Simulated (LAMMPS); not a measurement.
LAMMPS 22 Jul 2025, classical MD, Stillinger-Weber (CdTe.sw): CdTe, 10648 atoms.

- task: MD, nve
- potential: Stillinger-Weber, CdTe.sw
- copies of the repeat unit: 11×11×11
- shape (slab and sphere leave vacuum in the box): bulk
- neighbor skin: 2 Å
- neigh_modify: every 1 delay 0 check yes
- newton: on (default)
- atom_modify sort (bins of 2 Å where set): 1000 (default)
- comm_style: brick (default)
- box: 71.3 × 71.3 × 71.3 Å
- start: generated zinc blende lattice, warmed in an untimed run

All runs start from one configuration, warmed at this fixed volume for 1000 steps under a thermostat at 300 K. The run at the shortest step has a mean temperature of 299 K and a mean pressure of 0.6 GPa.

Each run covers about 2.0 ps at constant energy (mean temperature 299 K at the shortest step); σ is the standard deviation over the printed steps. Each setting ran once; only counts and results are compared.

Steps tried: 0.5 fs, 1 fs, 2 fs, 2.5 fs, 4 fs, 5 fs, 8 fs, 10 fs, 16 fs, 20 fs, 32 fs.

Question: What is the longest step at which the total energy fluctuates by under 5 % of the kinetic energy's fluctuation?

Answer: 16 fs.

```
time step  σ(E total)/σ(E kinetic)  last minus first total energy (meV/atom)  mean temperature (K)
---------  -----------------------  ----------------------------------------  --------------------
0.5 fs                      3.2e-5                               under 0.001                   299
1 fs                       0.00013                               under 0.001                   299
2 fs                       0.00050                               under 0.001                   299
2.5 fs                     0.00079                               under 0.001                   299
4 fs                        0.0020                               under 0.001                   299
5 fs                        0.0031                               under 0.001                   299
8 fs                        0.0078                                   +0.0012                   298
10 fs                        0.012                                   +0.0033                   297
16 fs                        0.037                                    +0.026                   294
20 fs                        0.069                                    +0.069                   292
32 fs                         0.25                                     +0.60                   280
```

The bar is a choice.
